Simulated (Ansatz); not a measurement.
P interstitial started as a split pair with P (zinc-blende InP host)

Calculation: PBE, PAW (plane waves to 420 eV; Ansatz, an electronic-structure program). Cell: 64 sites, 2×2×2 repeats of a cell of 8 atoms; final energies on a 2×2×2 shifted mesh. Site at the start: split with P along <110>. Finite-size correction: monopole term and site-potential alignment. Dielectric constants: PBE linear response of the host. Host gap at this level: 0.44 eV. A cell of this size leaves errors of a few tenths of an eV. Levels are measured in PBE's own, too narrow, gap. Spin–orbit coupling is left out, which matters for these heavy elements. Each state is the lowest found from its start.

Formation energies E_f are given with the Fermi level at the valence-band maximum. Chemical conditions: In-rich (Δμ(P) = -0.49 eV; only phases computed here count, gases as isolated molecules at 0 K); P-rich (Δμ(P) = 0.00 eV; only phases computed here count, gases as isolated molecules at 0 K). Reference phases: P: black phosphorus.

The name describes the start; the neighbours show where the atoms ended.

Charges with a result: +1, 0, −1. Others weren't obtained, and one of them could lie lower, also by skipping a charge.

```tsv
charge	moment (μB)	largest move off a lattice site (Å)	neighbours of the last P atom of the defect at the end (Å)	image correction with alignment (eV)	E_f, In-rich (eV)	E_f, P-rich (eV)	above the lowest spin state (eV)
+1	not spin-polarised	0.36	P 2.09, In 2.56, In 2.84, In 2.84, P 3.34, P 3.46, P 3.46	0.23	3.02	2.53	0.00
+1	0.0	0.36	P 2.09, In 2.56, In 2.84, In 2.84, P 3.34, P 3.46, P 3.46	0.23	3.02	2.53	0.00
0	1.0	0.31	P 2.17, In 2.51, In 2.70, In 2.72, P 3.35	0.00	3.31	2.82	0.00
−1†	not spin-polarised	0.36	P 2.20, In 2.48, In 2.51, In 3.07, P 3.31, P 3.45, P 3.45	-0.02	–	–	0.00
−1†	0.0	0.36	P 2.20, In 2.47, In 2.51, In 3.06, P 3.31, P 3.44, P 3.46	-0.02	–	–	0.00
```

† Not settled in this cell, so no level is given: charge −1: carriers not clearly localised, level within 0.1 eV of a band edge or past it.

Starting moments that weren't kept: charge +1 began with 2 μB and ended with 0.0; charge −1 began with 2 μB and ended with 0.0.

No other site or start that was run ended lower by more than 0.1 eV.

Transition levels above the valence-band maximum: ε(+1/0) = 0.29 eV. With a charge missing or unsettled, these needn't be thermodynamic levels.

Flagged in the runs: a strain field that reaches the edge of the cell.
